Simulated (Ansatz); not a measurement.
## HfS2 under a change: uniaxial strain ε_xx = +1.00 %

The parent structure is HfS$_{2}$ in the CdI2 type structure (space group P-3m1, No. 164; a = 3.547 Å, c = 5.577 Å; layered, stacked along the Cartesian z axis). Axes: x lies along a and z along c of the hexagonal cell.

It is then changed as follows: uniaxial strain ε_xx = +1.00 %, all other strain components held at zero, atoms relaxed at fixed cell.

All numbers come from PBEsol-D3(BJ)/PAW in Ansatz (a first-principles code), no spin-orbit coupling. Settings: 11×11×6 k-points, 0.05 eV Fermi–Dirac smearing.

```tsv
quantity	base	changed	shift
volume per atom	20.26 Å³	20.46 Å³	+0.20 Å³
shortest interatomic distance	2.516 Å	2.515 Å	-0.001 Å
energy relative to the base (free energy F)	0 meV/atom	+1.0 meV/atom	+1.0 meV/atom
pressure (mean of the normal stresses, compression positive)	0.01 GPa	-0.61 GPa	-0.62 GPa
band gap	0.45 eV	0.49 eV	+0.04 eV
gap character	–	indirect, Γ → L₂	–
valence-band top at Γ (three highest levels, from the VBM)	0.00, -0.29, -0.29 eV	0.00, -0.29, -0.35 eV	–
stress (xx, yy, zz, yz, xz, xy; compression positive)	–	(-1.49, -0.25, -0.10, -0.08, 0.00, 0.00) GPa	–
```

Final structure:

```
HfS2
1.0
    3.58294     0.00000     0.00000
   -1.79147     3.07220     0.00000
    0.00000     0.00000     5.57685
Hf S
1 2
Direct
  0.00000   0.00000   0.00000
  0.66595   0.33189   0.26049
  0.33405   0.66811   0.73951
```

With Hf present, leaving out spin-orbit coupling can change the band edges. No phonon test of stability was made. Labels are those of the standard path for the cell's own space group.
